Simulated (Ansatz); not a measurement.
The starting structures come from a database of crystals and need not be the phases stable at ambient conditions.

The decay constant κ of evanescent states in the gap governs leakage through a thin film.

Here is the system:

```xyz
8
Lattice="5.9506 0.0000 0.0000 2.0003 7.1628 0.0000 1.5816 -0.4417 4.0158" Properties=species:S:1:pos:R:3 pbc="T T T"
Sr     5.2471     1.6699     2.8044
Sr     4.2854     5.0512     1.2114
H      3.3982     4.0166     3.7907
H      6.1344     2.7045     0.2251
Br     7.2401     5.6503     2.4573
Br     2.2925     1.0707     1.5585
O      4.2908     3.8921     3.4255
O      5.2418     2.8290     0.5903
```

Space group of this cell: C2/m. The cell is taken as given; by PBEsol its mean pressure is -2.0 GPa.

Transport runs along the normal of the first two printed cell vectors.

The gap is the functional's own. No spin-orbit coupling. Mid-gap values are interpolated on the energy grid.

### Question
Estimate the band gap and the smallest decay constant κ at mid-gap that PBEsol in Ansatz (a first-principles code) returns for this system.

### Answer
Gap 4.15 eV on a 8×4×8 mesh; κ = 0.318 1/Å, at the zone centre.
